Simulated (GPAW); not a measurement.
GPAW run on SnO (Cmc2_1, 8 atoms in the cell): self-consistent single point.

Level of theory: PBEsol, GPAW PAW datasets PBEsol (made by gpaw-setup) (plane waves; GPAW).

The change in words: lattice scaled by 0.98. Reference geometry:
```
CELL_PARAMETERS angstrom
      2.25090    -2.77840     0.00000
      2.25090     2.77840     0.00000
      0.00000     0.00000    12.15414
ATOMIC_POSITIONS crystal
  Sn 0.97221 0.02779 0.99983
  Sn 0.02779 0.97221 0.49983
  Sn 0.62356 0.37644 0.77072
  Sn 0.37644 0.62356 0.27072
  O  0.59271 0.40729 0.94945
  O  0.40729 0.59271 0.44945
  O  0.00475 0.99525 0.82154
  O  0.99525 0.00475 0.32154
```

Reference input (self-consistent single point, DFT PBEsol, plane waves, GPAW PAW datasets PBEsol (made by gpaw-setup)): mode = pw; ecut = 900 eV; xc = PBEsol; kpts = 4 4 2; mesh shift (steps) = 0 0 0; occupations.name = fermi-dirac; occupations.width = 0 eV; nbands = -8; convergence.bands = -6; symmetry.symmorphic = false; symmetry.tolerance = 0.0005; maxiter = 150. This run's input differs from it in these lines:

```diff
@@ -5,13 +5,13 @@
 atoms = Atoms(['Sn', 'Sn', 'Sn', 'Sn', 'O', 'O', 'O', 'O'],
-              cell=[[2.250903, -2.778397, 0.000000],
-                    [2.250903, 2.778397, 0.000000],
-                    [0.000000, 0.000000, 12.154142]],
-              positions=[[2.250903, -2.623974, 12.152076],
-                         [2.250903, 2.623974, 6.075005],
-                         [2.250903, -0.686597, 9.367440],
-                         [2.250903, 0.686597, 3.290369],
-                         [2.250903, -0.515170, 11.539750],
-                         [2.250903, 0.515170, 5.462679],
-                         [2.250903, 2.752002, 9.985114],
-                         [2.250903, -2.752002, 3.908043]],
+              cell=[[2.205885, -2.722829, 0.000000],
+                    [2.205885, 2.722829, 0.000000],
+                    [0.000000, 0.000000, 11.911059]],
+              positions=[[2.205885, -2.571494, 11.909034],
+                         [2.205885, 2.571494, 5.953505],
+                         [2.205885, -0.672866, 9.180091],
+                         [2.205885, 0.672866, 3.224562],
+                         [2.205885, -0.504867, 11.308955],
+                         [2.205885, 0.504867, 5.353425],
+                         [2.205885, 2.696962, 9.785411],
+                         [2.205885, -2.696962, 3.829882]],
               pbc=True)
```

Log, with long lists cut:

```
     iter     time        total  log10-change:
                         energy   eigst   dens
iter:   1 --:--:--   -55.354505   +0.34
iter:   2 --:--:--   -53.376283   -0.70  -1.05
iter:   3 --:--:--   -49.373102   -0.50  -1.11
iter:   4 --:--:--   -49.258061   -1.45  -1.40
iter:   5 --:--:--   -49.274182   -1.19  -1.51
iter:   6 --:--:--   -49.187352   -1.98  -1.91
iter:   7 --:--:--   -49.161704   -1.52  -2.04
iter:   8 --:--:--   -49.129358   -2.63  -2.04
iter:   9 --:--:--   -49.131104c  -3.10  -2.87
iter:  10 --:--:--   -49.129060c  -4.04  -2.69
iter:  11 --:--:--   -49.128908c  -4.19  -3.26
iter:  12 --:--:--   -49.128897c  -5.26  -3.61
iter:  13 --:--:--   -49.128900c  -5.25  -3.64
iter:  14 --:--:--   -49.128876c  -5.64  -3.69
iter:  15 --:--:--   -49.128906c  -5.06  -3.95
iter:  16 --:--:--   -49.128887c  -5.12  -3.71
iter:  17 --:--:--   -49.128873c  -6.23  -3.95
iter:  18 --:--:--   -49.128873c  -7.04  -4.48c
iter:  19 --:--:--   -49.128875c  -6.52  -4.53c
iter:  20 --:--:--   -49.128873c  -6.49  -4.36c
iter:  21 --:--:--   -49.128873c  -8.17c -4.81c
Converged after 21 iterations.

Dipole moment: (0.000000, -0.000000, 4.470012) |e|*Ang

Energy contributions relative to reference atoms: (reference = -679879.481128)

Kinetic:        +69.595037
Potential:      -67.937399
External:        +0.000000
XC:             -51.197531
Entropy (-ST):   +0.000000
Local:           +0.411020
SIC:             +0.000000
--------------------------
Free energy:    -49.128873
Extrapolated:   -49.128873

Showing only first 2 kpts
 Kpt  Band  Eigenvalues  Occupancy
  0    38      4.05863    2.00000
  0    39      5.66153    2.00000
  0    40      8.54825    0.00000
  0    41      8.58405    0.00000

  1    38      4.99868    2.00000
  1    39      4.99868    2.00000
  1    40      8.51906    0.00000
  1    41      8.51907    0.00000

Fermi level: 6.44568

Gap: 1.568 eV
Transition (v -> c):
   [... lines left out ...]
Direct gap: 2.201 eV
   [... lines left out ...]
  2 Sn    0.00000    0.14356   -0.40123
  3 Sn    0.00000   -0.14356   -0.40123
  4 O     0.00000    0.16606   -0.05059
  5 O     0.00000   -0.16606   -0.05059
  6 O     0.00000   -0.13485    0.04371
  7 O     0.00000    0.13485    0.04371

Stress tensor:
    -0.004651     0.000000     0.000000
     0.000000    -0.002563     0.000000
     0.000000     0.000000    -0.011894
Stress (GPa, Voigt): [-0.7451 -0.4106 -1.9057  0.      0.      0.    ]
```

The run converged in 21 iterations. GPAW prints stress with tension positive. Against the reference run the free energy goes down by 11.5 meV/atom, the largest force goes from 0.456 to 0.433 eV/Å and the gap on the mesh goes from 1.650 to 1.568 eV.

At such cutoffs GPAW's stress carries a finite-basis (Pulay) error, which enters relaxed cells too; its log prints stress with tension positive.

The starting cell comes from a database of computed structures (which also holds hypothetical and non-ambient phases and stackings), without a prior relaxation at this level. Its lattice was rescaled by a random factor within 2.5 % of one. For this run, on top of that: lattice scaled by 0.98.

Cost on one core of a shared machine: roughly 4 min.
